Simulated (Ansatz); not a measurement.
Hypothetical cubic perovskite MnTlBr3: response to strain

The parent structure is MnTlBr₃ in the cubic perovskite structure (space group Pm-3m, No. 221; ferromagnetic; a hypothetical phase, not in the database extracts checked).

```
CELL_PARAMETERS angstrom
      5.35154     0.00000     0.00000
      0.00000     5.35154     0.00000
      0.00000     0.00000     5.35154
ATOMIC_POSITIONS crystal
  Tl 0.00000 0.00000 0.00000
  Mn 0.50000 0.50000 0.50000
  Br 0.00000 0.50000 0.50000
  Br 0.50000 0.50000 0.00000
  Br 0.50000 0.00000 0.50000
```

Cartesian axes are those of the cell as printed.

Strains are applied to the cell and any free atomic positions relax; under biaxial strain the out-of-plane vector relaxes too.

Levels (all Ansatz, a first-principles code, PAW): PBE (420 eV, without spin-orbit coupling); r2SCAN (500 eV, no SOC).

The base cell above is that of PBE; each level relaxes its own structures.

Notes on the quantities. energy relative to the base: free energy F.

| case | energy relative to the base, PBE | energy relative to the base, r2SCAN |
|---|---|---|
| biaxial strain −0.93 %, plane normal [001], relaxed out of plane | +0.9 meV/atom | +1.1 meV/atom |
| isotropic strain −3.18 % | +28 meV/atom | +31 meV/atom |
| isotropic strain +4.80 % | +48 meV/atom | +53 meV/atom |
| isotropic strain +5.38 % | +59 meV/atom | +66 meV/atom |
| uniaxial strain ε_yy = +1.54 % | +1.0 meV/atom | +1.2 meV/atom |
| strain tensor (xx, yy, zz, yz, xz, xy) = (+0.13, +0.37, +0.49, −0.19, −0.86, +1.05) % | +1.1 meV/atom | +1.3 meV/atom |
| strain tensor (xx, yy, zz, yz, xz, xy) = (+0.17, −0.87, +0.22, +0.02, +0.24, +0.53) % | +0.4 meV/atom | +0.5 meV/atom |
| tensor shear ε_yz = +2.85 % | +3.8 meV/atom | +4.4 meV/atom |

The two levels differ by at most about 6.9 meV/atom. They put the cases in the same order.

No phonon test of stability was made. No Hubbard U is applied and the magnetic state is the run's own (MnTlBr3 ferromagnetic); small cells can't hold the antiferromagnetic order that many such compounds have, so gaps and moments can be off. Many cubic perovskites are stable only at high temperature; tilts and polar distortions were not tested.
